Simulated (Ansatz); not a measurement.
Consider this model of amorphous In$_{24}$O$_{37}$Zn.

```xyz
62
Lattice="9.4930 0.1279 0.1177 0.1279 9.7230 0.0767 0.1177 0.0767 9.4923" Properties=species:S:1:pos:R:3 pbc="T T T"
In     1.3384     7.0069     4.0880
In     2.2042     8.5681     7.3580
In     4.2181     0.4088     1.3689
In     7.9738     9.0212     3.1899
In     7.2839     5.5377     4.5017
In     1.9269     5.4584     0.4247
In     2.7691     2.3219     7.4688
In     5.1509     7.0066     8.5597
In     1.1468     8.8299     1.4821
In     7.0278     2.1970     1.6438
In     1.0281     3.8581     4.1548
In     5.4535     0.4052     7.8899
In     9.5180     4.5645     7.6862
In     5.0370     8.1717     5.2181
In     8.3587     7.8190     6.5990
In     8.0148     1.7695     5.7243
In     4.3062     6.6250     2.3686
In     7.7613     5.8155     1.0652
In     2.0100     0.8280     4.1437
In     0.6430     2.4187     1.0823
In     5.1399     1.9743     4.4009
In     3.4345     5.3661     6.3238
In     8.3948     9.4987     9.1759
In     6.3844     4.3092     7.2144
O      0.6083     8.9305     3.6061
O      8.1322     5.7037     6.5017
O      5.4128     6.1504     6.3135
O      3.1529     2.8144     4.1762
O      1.6351     4.2574     6.1505
O      2.1506     0.8838     1.9165
O      2.2393     0.7247     6.2379
O      3.4705     6.6373     4.4389
O      6.4376     5.4212     9.0523
O      4.9918     2.2447     2.2011
O      1.6192     3.9336     2.1086
O      3.7304     1.0563     8.8700
O      4.2338     9.6138     3.8410
O      8.3690     7.9530     1.4584
O      7.1355     7.8579     4.7677
O      4.6684     8.0974     0.9330
O      8.0678     3.0185     7.5210
O      9.3372     5.6828     3.8263
O      4.3735     3.5738     7.0153
O      3.8899     4.9981     1.1269
O      2.0758     7.0105     2.0122
O      5.9829     0.9195     5.9930
O      0.1933     2.0077     4.3406
O      6.8938     8.2840     8.1510
O      1.5072     3.3453     8.8007
O      3.0366     6.4461     8.1799
O      8.7954     9.8497     7.0137
O      0.9920     7.3593     6.1317
O      7.0981     1.1481     3.5586
O      9.5997     5.9541     9.2671
O      6.6346     3.5586     5.0404
O      6.3287     0.7622     0.2343
O      4.3233     8.5575     7.1408
O      8.8727     0.9130     1.2764
O      6.3264     5.9622     2.6973
O      1.0177     8.9443     8.9601
O      8.3019     3.7571     1.4741
Zn     3.5550     3.5402     2.3211
```

Method: PBE, scalar-relativistic without spin-orbit coupling (plane waves to 420 eV, PAW; Ansatz, a program for electronic structure).

Preparation: random packing, a CHGNet melt and quench, and a DFT relaxation. O atoms were pushed apart under 1.9 Å during the dynamics, to hinder bonds among them. The hot cell started wider than the set density and was brought back towards it in steps. It is the lowest in DFT energy of 2 quenches. It is a model cell: composition and starting density were chosen by hand, and all elements were melted together. No dispersion term was used. Its density started from a set value of 6.47 and ended at 6.47 g/cm³. The quench (nominally 330 K/ps over its main leg) was far faster than any real one, so the model tends to hold more defects than a real film. A cell of this size samples the disorder only roughly. The volume was held where the preparation left it and the shape relaxed, at a PBE pressure of 1.4 GPa. Stress components on the final sampling reach 1.5 GPa. On a 2×2×2 Γ-centred mesh force components of up to 0.21 eV/Å stay, since the relaxation ran on the zone centre alone.

Neighbours within In-In 3.12 Å, In-O 2.82 Å, In-Zn 2.90 Å, O-O 1.58 Å, O-Zn 2.26 Å, Zn-Zn 2.68 Å count as bonded. Two cations that share two anions don't count as bonded, nor two that share one unless they lie closer than In-In 3.04 Å, In-Zn 2.82 Å, Zn-Zn 2.61 Å.

Give the coordination numbers, mean bond lengths and angles.


```json
{
  "Mean coordination of In by anions": "5.42 (14 with 5, 10 with 6)",
  "Mean coordination of O": "3.62 (16 with 3, 19 with 4, 2 with 5)",
  "Mean coordination of Zn by anions": "4.00 (1 with 4)",
  "Mean In-O bond": "2.202 Å (spread 0.122 Å, 130 counted)",
  "Mean O-Zn bond": "1.968 Å (spread 0.045 Å, 4 counted)",
  "Bond angle at In": "mean 104.5°, spread 28.0°",
  "Bond angle at O": "mean 110.4°, spread 18.3°",
  "Bond angle at Zn": "mean 112.2°, spread 27.6°"
}
```

List the pairs of like atoms that count as bonded by the rules above.

There are none by these rules.
